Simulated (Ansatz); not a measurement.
The starting structures come from a database of crystals and need not be the phases stable at ambient conditions.

By PBEsol, the system below comes out a metal.

The ballistic (Sharvin) conductance counts the channels at the Fermi level: G/A = (e²/h) × channels of both spins per area.

Data:

```
CELL_PARAMETERS angstrom
      3.92974     0.00000     0.00000
      0.00000     5.55749     0.00000
      1.96487     2.77874     1.96487
ATOMIC_POSITIONS crystal
  P  0.00000 0.00000 0.00000
  Ir 0.50000 0.25000 0.00000
  Ir 0.50000 0.75000 0.00000
```

Space group of this cell: Fm-3m. The cell is taken as given; by PBEsol its mean pressure is -3.9 GPa.

The current flows along the normal of the first two printed cell vectors, the (110) plane of the conventional cell. No spin-orbit coupling; the value is a mean over 0.1 eV about the Fermi level.

Predict the ballistic conductance per area from PBEsol run with Ansatz (an electronic-structure program).

0.81 × 10¹⁵ S/m² for both spins.
